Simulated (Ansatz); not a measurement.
The reference is TiAl (space group P4/mmm, No. 123; a = 2.797 Å, c = 4.032 Å).

Structures relaxed with plane-wave PAW DFT at the PBEsol level (Ansatz, a first-principles code, 420 eV), no SOC, earlier PAW set.

Base:

Simulated powder pattern, Cu Kα1, λ = 1.54056 Å (kinematic, ideal powder, no thermal factors, no anomalous dispersion; the 14 strongest lines at most, above 2 %, up to 2θ = 90°):

```csv
2θ (°),I/Imax (%),hkl
22.03,9.0,(001)
31.97,6.8,(100)
39.17,100,(101)
44.93,16,(002)
45.84,31,(110)
51.42,2.9,(111)
56.20,2.0,(102)
66.13,19,(112)
66.84,9.1,(200)
78.97,11,(103)
80.29,21,(211)
84.19,9.2,(202)
```

It is then changed as follows: Eu takes the place of Al on all its sites, then cell and atoms are relaxed.

After the change:

Simulated powder pattern, Cu Kα1, λ = 1.54056 Å (kinematic, ideal powder, no thermal factors, no anomalous dispersion; the 14 strongest lines at most, above 2 %, up to 2θ = 90°):

```json
[
 {"2θ (°)": "19.29", "I/Imax (%)": "27", "hkl": "(001)"},
 {"2θ (°)": "28.28", "I/Imax (%)": "23", "hkl": "(100)"},
 {"2θ (°)": "34.46", "I/Imax (%)": "100", "hkl": "(101)"},
 {"2θ (°)": "39.15", "I/Imax (%)": "18", "hkl": "(002)"},
 {"2θ (°)": "40.42", "I/Imax (%)": "32", "hkl": "(110)"},
 {"2θ (°)": "45.16", "I/Imax (%)": "13", "hkl": "(111)"},
 {"2θ (°)": "48.99", "I/Imax (%)": "11", "hkl": "(102)"},
 {"2θ (°)": "57.53", "I/Imax (%)": "22", "hkl": "(112)"},
 {"2θ (°)": "58.49", "I/Imax (%)": "10", "hkl": "(200)"},
 {"2θ (°)": "62.19", "I/Imax (%)": "5.3", "hkl": "(201)"},
 {"2θ (°)": "67.95", "I/Imax (%)": "13", "hkl": "(103)"},
 {"2θ (°)": "69.69", "I/Imax (%)": "24", "hkl": "(211)"},
 {"2θ (°)": "72.66", "I/Imax (%)": "11", "hkl": "(202)"},
 {"2θ (°)": "79.70", "I/Imax (%)": "5.5", "hkl": "(212)"}
]
```

The indices refer to each structure's own conventional cell; one index is shown for lines that coincide.

Other magnetic orders, which the real material may have, were not ruled out. The state of the 4f shell was not checked for lower solutions. Whether these cells are dynamically stable was not tested. As relaxed here, EuTi is a hypothetical phase, not in the database extracts checked. Spin-polarised in the final run: EuTi; the other runs are not.
